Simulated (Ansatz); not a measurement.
The parent structure is BeS in the zinc blende structure (space group F-43m, No. 216; a = 4.8686 Å). Axes: x, y, z lie along the cube axes.

Level of theory: r2SCAN (Ansatz, a first-principles code, PAW, no SOC).

For the base:

```
Property                            Result
---------------------  -------------------
Valence-band top at Γ  0.00, 0.00, 0.00 eV
Smallest direct gap                6.22 eV
```

One thing is altered: biaxial strain −2.50 %, plane normal [111], relaxed out of plane (Cartesian); in-plane vectors clamped, the third vector and the atoms free.

Q: What does the calculation give for the valence-band top at Γ, smallest direct gap and ratio −ε⊥/ε∥ after the change?

A: The valence-band top at Γ (three highest levels, from the VBM) goes from 0.00, 0.00, 0.00 eV to 0.00, 0.00, -0.31 eV; the smallest direct gap falls by 0.56 eV (6.22 eV → 5.66 eV); the ratio −ε⊥/ε∥ is 0.38.

Stability against distortions was not tested.
